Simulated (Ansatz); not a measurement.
Start from MgS in the rock salt structure (space group Fm-3m, No. 225; a = 5.203 Å). Axes: x, y, z lie along the cube axes.

All numbers come from r2SCAN, PAW, 500 eV (Ansatz, a first-principles code; scalar-relativistic without spin-orbit coupling).

Strains are applied to the cell and any free atomic positions relax; under biaxial strain the out-of-plane vector relaxes too; under stress the whole cell relaxes.

One change was made to it. Results:

| quantity | base | after |
|---|---|---|
| band gap | 3.46 eV | 3.01 eV |
| energy relative to the base (free energy F) | 0 meV/atom | +69 meV/atom |

Task: Which change produced these results?
(A) uniaxial stress, 8 GPa tension along z
(B) tensor shear ε_xz = +0.49 %
(C) biaxial strain −4.72 %, plane normal [001], relaxed out of plane

Result: A, uniaxial stress, 8 GPa tension along z. For comparison, the band gap in the other runs: biaxial strain −4.72 %, plane normal [001], relaxed out of plane gives 3.32 eV; tensor shear ε_xz = +0.49 % gives 3.41 eV.

Stability under load was not tested beyond the relaxation.
